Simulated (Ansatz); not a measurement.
Base system: GaCuSe₂ in the chalcopyrite structure (space group I-42d, No. 122; a = 5.6083 Å, c = 11.0975 Å). Axes: x, y, z lie along a, b, c of the conventional cell.

Computed with r2SCAN (Ansatz, an electronic-structure program, PAW, scalar-relativistic without spin-orbit coupling).

Base values:

Shortest interatomic distance: 2.408 Å

Now apply this change: the cell is compressed by 5.24 % along x with no lateral relaxation; the atoms relax in the strained cell.

Task: How does this affect the shortest interatomic distance and energy relative to the base?

Result: The shortest interatomic distance decreases by 0.048 Å to 2.360 Å; the energy goes up by 19 meV/atom.

Whether these cells are dynamically stable was not tested. All final runs are without spin polarisation.
